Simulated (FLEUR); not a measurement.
# FLEUR run on FePt (P4/mmm, 2 atoms in the cell): self-consistent single point

Method: PBE, all-electron FLAPW (FLEUR), scalar-relativistic valence in FLEUR.

Input:

Input of the input generator:

```
scf FePt
&input film=f /
1.0000000000 0.0000000000 0.0000000000
0.0000000000 1.0000000000 0.0000000000
0.0000000000 0.0000000000 1.3699997673
5.2794129120
1.0 1.0 1.0

2
26 0.0000000000 0.0000000000 0.0000000000 : 4.00
78 0.5000000000 0.5000000000 0.5000000000 : 1.00

&comp jspins=2 /
&kpt div1=12 div2=12 div3=9 gamma=t /
&end /
```

```xml
<?xml version="1.0" encoding="UTF-8" standalone="no"?>
<fleurInput fleurInputVersion="0.39">
   <comment>
      scf FePt                                                                                            
   </comment>
   <calculationSetup>
      <cutoffs Kmax="4.0" Gmax="20.0" GmaxXC="20.0" numbands="0"/>
      <scfLoop itmax="80" minDistance="0.00001" maxIterBroyd="15" imix="Anderson" alpha="0.05" precondParam="0.0" spinf="2.0"/>
      <coreElectrons ctail="T" frcor="F" kcrel="0" coretail_lmax="0"/>
      <xcFunctional name="pbe" relativisticCorrections="F"/>
      <magnetism jspins="2"/>
      <soc l_soc="F" theta="0.0" phi="0.0" spav="F"/>
      <expertModes spex="0" secvar="F"/>
      <geometryOptimization l_f="T" forcealpha="1.0" forcemix="BFGS" epsdisp="0.00001" epsforce="0.00001"/>
      <ldaU l_linMix="F" mixParam="0.05" spinf="1.0"/>
   </calculationSetup>
   <cell>
      <bzIntegration valenceElectrons="34.0" mode="hist" fermiSmearingEnergy="0.00499791">
         <kPointListSelection listName="default-1"/>
         <!-- k-points included here -->
         <xi:include xmlns:xi="http://www.w3.org/2001/XInclude" href="kpts.xml"> </xi:include>
      </bzIntegration>
      <!-- symmetry operations included here -->
      <xi:include xmlns:xi="http://www.w3.org/2001/XInclude" href="sym.xml"> </xi:include>
      <bulkLattice scale="1.0">
         <bravaisMatrix>
            <row-1>    5.2794129119999997     0.0000000000000000     0.0000000000000000</row-1>
            <row-2>    0.0000000000000000     5.2794129119999997     0.0000000000000000</row-2>
            <row-3>    0.0000000000000000     0.0000000000000000     7.2327944609206147</row-3>
         </bravaisMatrix>
      </bulkLattice>
   </cell>
   <atomSpecies>
      <species name="Iron (Fe) 4.000" element="Fe" atomicNumber="26">
         <mtSphere radius="2.10" gridPoints="695" logIncrement="0.017"/>
         <atomicCutoffs lmax="6" lnonsphr="4"/>
         <electronConfig flipSpins="F">
            <coreConfig>(1s1/2) (2s1/2) (2p1/2) (2p3/2)</coreConfig>
            <valenceConfig>(3s1/2) (3p1/2) (3p3/2) (4s1/2) (3d3/2) (3d5/2)</valenceConfig>
            <stateOccupation state="(3d3/2)" spinUp="2.0" spinDown="0.4"/>
            <stateOccupation state="(3d5/2)" spinUp="3.0" spinDown="0.6"/>
         </electronConfig>
         <energyParameters s="4" p="4" d="3" f="4"/>
         <lo type="SCLO" l="0" n="3" eDeriv="0"/>
         <lo type="SCLO" l="1" n="3" eDeriv="0"/>
         <lo type="SCLO" l="1" n="3" eDeriv="1"/>
         <lo type="SCLO" l="2" n="3" eDeriv="2"/>
         <lo type="SCLO" l="3" n="4" eDeriv="2"/>
      </species>
      <species name="Platinum (1.000" element="Pt" atomicNumber="78">
         <mtSphere radius="2.45" gridPoints="811" logIncrement="0.016"/>
         <atomicCutoffs lmax="7" lnonsphr="5"/>
         <electronConfig flipSpins="F">
            <coreConfig>(1s1/2) (2s1/2) (2p1/2) (2p3/2) (3s1/2) (3p1/2) (3p3/2) (4s1/2) (3d3/2) (3d5/2) (4p1/2) (4p3/2) (4d3/2) (4d5/2) (4f5/2) (4f7/2)</coreConfig>
            <valenceConfig>(5s1/2) (5p1/2) (5p3/2) (6s1/2) (5d3/2) (5d5/2)</valenceConfig>
            <stateOccupation state="(6s1/2)" spinUp="0.5" spinDown="0.5"/>
            <stateOccupation state="(5d3/2)" spinUp="2.0" spinDown="1.6"/>
            <stateOccupation state="(5d5/2)" spinUp="3.0" spinDown="2.4"/>
         </electronConfig>
         <energyParameters s="6" p="6" d="5" f="5"/>
         <lo type="SCLO" l="0" n="5" eDeriv="0"/>
         <lo type="SCLO" l="1" n="5" eDeriv="0"/>
         <lo type="SCLO" l="1" n="5" eDeriv="1"/>
         <lo type="SCLO" l="2" n="5" eDeriv="2"/>
         <lo type="SCLO" l="3" n="5" eDeriv="2"/>
      </species>
   </atomSpecies>
   <atomGroups>
      <atomGroup species="Iron (Fe) 4.000">
         <relPos label="                   1">.0000000000 .0000000000 .0000000000</relPos>
         <force calculate="T" relaxXYZ="TTT"/>
      </atomGroup>
      <atomGroup species="Platinum (1.000">
         <relPos label="                   2">1.000/2.000 1.000/2.000 1.000/2.000</relPos>
         <force calculate="T" relaxXYZ="TTT"/>
      </atomGroup>
   </atomGroups>
   <output dos="F" band="F" slice="F">
      <checks vchk="F" cdinf="F"/>
      <bandDOS minEnergy="-.5*Htr" maxEnergy="0.5*Htr" sigma="0.015" storeEVData="T"/>
      <vacuumDOS vacdos="F" integ="F" star="F" nstars="0" locx1="0.0" locy1="0.0" locx2="0.0" locy2="0.0" nstm="0" tworkf="0.0"/>
      <unfoldingBand unfoldBand="F" supercellX="1" supercellY="1" supercellZ="1"/>
      <plotting iplot="0" polar="F">
         <plot TwoD="T" vec1="  1.0  0.0  0.0" vec2="  0.0  1.0  0.0" vec3="  0.0  0.0  1.0" zero="  0.0  0.0  0.0" file="plot"/>
      </plotting>
      <chargeDensitySlicing numkpt="0" minEigenval="0.0" maxEigenval="0.0" nnne="0" pallst="F"/>
      <specialOutput eonly="F"/>
      <magneticCircularDichroism mcd="F" energyLo="-10.0" energyUp="0.0"/>
   </output>
  <!-- We include the file relax.xml here to enable relaxations (see documentation) -->
  <xi:include xmlns:xi="http://www.w3.org/2001/XInclude" href="relax.xml"> <xi:fallback/> </xi:include>
</fleurInput>
```

Log, with long lists cut:

```
      Welcome to FLEUR        (www.flapw.de)
      MaX-Release 8.1          (www.max-centre.eu)

 ========== k-point set info ==========
 Selected k-point list: default-1
 k-point list type: mesh
 12 x 12 x 9
 Number of k points: 140

 ------------Calculation Setup---------------------------
           1           2           4           5           7          10          14          20          28          35          70         140
 Number of basis functions:          302
 Iteration:     1   Distance:      25.73997386 me/bohr^3
 Iteration:     2   Distance:      14.70480266 me/bohr^3
 Iteration:     3   Distance:      11.05645066 me/bohr^3
 Iteration:     4   Distance:       7.36796999 me/bohr^3
 Iteration:     5   Distance:       5.73368046 me/bohr^3
 Iteration:     6   Distance:       5.37772246 me/bohr^3
   [... 15 lines left out ...]
 Iteration:    22   Distance:       0.00026049 me/bohr^3
 Iteration:    23   Distance:       0.00010675 me/bohr^3
 Iteration:    24   Distance:       0.00005878 me/bohr^3
 Iteration:    25   Distance:       0.00001068 me/bohr^3
 Iteration:    26   Distance:       0.00000280 me/bohr^3
 Run finished successfully
 Stop message:
   Structural relaxation: Done

[file out, last iteration]
             iter=     27
          p o t e n t i a l   g e n e r a t o r
[...]
          integral of pseudo charge density inside the slab=        0.000000   0.000000
     coulomb potential in the interstitial region:
          density-coulomb potential integrals
          total density-coulomb potenti   -33920.1611536111
          density-effective potential integrals for spin  1
          density-effective potential integrals for spin  2
          total density-effective poten   -3.4460389753E+04
          charge density-energy density integrals
          total charge density-energy d   -4.1326109119E+02
 Updated energy parameters for spin:           1
  Atom    1 4s branch from -2.81 to  2.54 htr. ; e_l =  0.2565
  Atom    1 4p branch from -1.54 to  3.17 htr. ; e_l =  0.3860
  Atom    1 3d branch from -9.99 to  0.51 htr. ; e_l =  0.3255
  Atom    1 4f branch from -9.99 to  4.08 htr. ; e_l =  0.6967
  Atom    1 3s branch from-29.45 to -2.81 htr. ; e_l(l -2.8323
  Atom    1 3p branch from-24.99 to -1.54 htr. ; e_l(l -1.5848
  Atom    1 3p branch from-24.99 to -1.54 htr. ; e_l(l -1.5848
  Atom    1 3d branch from -9.99 to  0.51 htr. ; e_l(l  0.3239
  Atom    1 4f branch from -9.99 to  4.08 htr. ; e_l(l  0.6967
  Atom    2 6s branch from -3.17 to  1.72 htr. ; e_l =  0.2579
  Atom    2 6p branch from -1.46 to  2.69 htr. ; e_l =  0.4231
  Atom    2 5d branch from-10.69 to  0.60 htr. ; e_l =  0.3315
  Atom    2 5f branch from -2.02 to  2.67 htr. ; e_l =  0.7127
  Atom    2 5s branch from-24.95 to -3.17 htr. ; e_l(l -3.1809
  Atom    2 5p branch from-18.50 to -1.46 htr. ; e_l(l -1.5370
  Atom    2 5p branch from-18.50 to -1.46 htr. ; e_l(l -1.5370
  Atom    2 5d branch from-10.69 to  0.60 htr. ; e_l(l  0.3170
  Atom    2 5f branch from -2.02 to  2.67 htr. ; e_l(l  0.7127
 Updated energy parameters for spin:           2
  Atom    1 4s branch from -2.68 to  2.64 htr. ; e_l =  0.3057
  Atom    1 4p branch from -1.41 to  3.27 htr. ; e_l =  0.4325
  Atom    1 3d branch from -9.99 to  0.64 htr. ; e_l =  0.4293
   [... lines left out ...]
          first approx. to ef    (T=0)  :   0.438295 htr   (energy of the highest occ. eigenvalue)
FERHIS:  Fermi-Energy by histogram:
          bandgap                     :   0.000114 htr
          charge neutrality (T=0)     :   0.000772    (zero if the highest occ. eigenvalue is "entirely" occupied)
     EF_NEWTON:  Adjust Fermi-Energy by Newton-Method.
 Direct bandgap for spin            1 :    2.7671228153440586E-002  Htr
 Direct bandgap for spin            2 :    4.8938706185097658E-003  Htr
   [... lines left out ...]
          charge density-ex.-corr.energ     -413.2610911852
          el.-nucl. inter. diff. m.t.       1515.4266976861
          Madelung term for atom type:       -16.0246440908
          el.-nucl. inter. diff. m.t.      23172.8068575726
          Madelung term for atom type:       -43.1078708124
 ---->    total energy=                   -19719.5477704049 htr
 ---->    (input%tkb*entropy) TS=              0.0036042586 htr
 ---->    free energy=                    -19719.5513746636 htr
      extrapolation for T->0
 ---->    total electron energy=          -19719.5495725342 htr
SPIN-1 FORCE FOR ATOM TYPE=  1  X=  0.000   Y=  0.000   Z=  0.000      FX_SP = 0.000000 FY_SP = 0.000000 FZ_SP = 0.000000
SPIN-2 FORCE FOR ATOM TYPE=  1  X=  0.000   Y=  0.000   Z=  0.000      FX_SP = 0.000000 FY_SP = 0.000000 FZ_SP = 0.000000
SPIN-1 FORCE FOR ATOM TYPE=  2  X=  2.640   Y=  2.640   Z=  3.616      FX_SP = 0.000000 FY_SP = 0.000000 FZ_SP = 0.000000
SPIN-2 FORCE FOR ATOM TYPE=  2  X=  2.640   Y=  2.640   Z=  3.616      FX_SP = 0.000000 FY_SP = 0.000000 FZ_SP = 0.000000
 ***** TOTAL FORCES ON ATOMS *****
 TOTAL FORCE FOR ATOM TYPE=  1  X=  0.000   Y=  0.000   Z=  0.000
                       FX_TOT= 0.000000 FY_TOT= 0.000000 FZ_TOT= 0.000000
 TOTAL FORCE FOR ATOM TYPE=  2  X=  2.640   Y=  2.640   Z=  3.616
                       FX_TOT= 0.000000 FY_TOT= 0.000000 FZ_TOT= 0.000000
 Structural relaxation: Done
```

The run converged in 26 iterations. FLEUR gives forces in its relaxation mode, with a further iteration, so its stop message speaks of a relaxation.

The starting cell comes from a database of computed structures (which also holds hypothetical and non-ambient phases and stackings), without a prior relaxation at this level. Its lattice was rescaled by a random factor within 2.5 % of one. Spin-orbit coupling is off. The magnetic order is the one reached from the typed start; others were not searched systematically. Values depend on the basis (sphere radii, cutoffs, local orbitals), which need not be converged. The log's line on a gap gives a spacing of levels on this mesh, which the program prints for metals too.

Cost on one core of a shared machine: roughly 8 min.
